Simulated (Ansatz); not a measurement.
Take PbS in the rock salt structure (space group Fm-3m, No. 225) as the base.

```xyz
2
Lattice="0.0000 2.9513 2.9513 2.9513 0.0000 2.9513 2.9513 2.9513 0.0000" Properties=species:S:1:pos:R:3 pbc="T T T"
Pb     0.0000     0.0000     0.0000
S      2.9513     2.9513     2.9513
```

The values are results of PBEsol (Ansatz, an electronic-structure program, PAW, scalar-relativistic without spin-orbit coupling), not measurements.

Before the change:

The band gap is 0.19 eV and the volume per atom comes out as 25.71 Å³.

The change: hydrostatic tension (pressure −1 GPa).

Q: What happens to the band gap and volume per atom?

A: The band gap increases by 0.07 eV (0.19 eV → 0.26 eV); the volume per atom goes up by 0.457 Å³ to 26.16 Å³.

Spin-orbit coupling, missing from the scalar runs, can matter with Pb. Load acts through the strain it causes; cell and atoms are relaxed under it. Whether these cells are dynamically stable was not tested. The zero or small gap of PbS can change with the level of theory.
